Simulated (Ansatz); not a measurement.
Consider Si in the diamond structure (space group Fd-3m, No. 227; a = 5.4443 Å).

Calculations: Kohn–Sham DFT with the r2SCAN functional, run in Ansatz (a quantum-chemistry and plane-wave program) with PAW and 500 eV plane waves, no SOC.

Strains are applied to the cell and any free atomic positions relax.

One change was made to it. Results:

```tsv
quantity	base	after
smallest direct gap	2.74 eV	2.73 eV
valley order (the lowest conduction-band minima on the path, energy above the VBM, named in the base's zone)	a point along ⟨100⟩, about 1.0 Å⁻¹ from Γ 0.78 eV; L along ⟨111⟩ 1.84 eV	a point along ⟨100⟩, about 1.0 Å⁻¹ from Γ 0.80 eV; L along ⟨111⟩ 1.79 eV
energy relative to the base (free energy F)	0 meV/atom	+1.4 meV/atom
```

### Question
Which change produced these results?
A) isotropic strain +3.00 %
B) isotropic strain +2.50 %
C) isotropic strain +1.00 %
D) isotropic strain +0.50 %
E) isotropic strain +1.50 %

### Answer
D, isotropic strain +0.50 %. For comparison, the valley order in the other runs: isotropic strain +1.50 % gives a point along ⟨100⟩, about 0.9 Å⁻¹ from Γ 0.85 eV; L along ⟨111⟩ 1.67 eV; isotropic strain +2.50 % gives a point along ⟨100⟩, about 0.9 Å⁻¹ from Γ 0.89 eV; L along ⟨111⟩ 1.56 eV; isotropic strain +1.00 % gives a point along ⟨100⟩, about 0.9 Å⁻¹ from Γ 0.83 eV; L along ⟨111⟩ 1.73 eV; isotropic strain +3.00 % gives a point along ⟨100⟩, about 0.9 Å⁻¹ from Γ 0.91 eV; L along ⟨111⟩ 1.51 eV.

Whether these cells are dynamically stable was not tested.
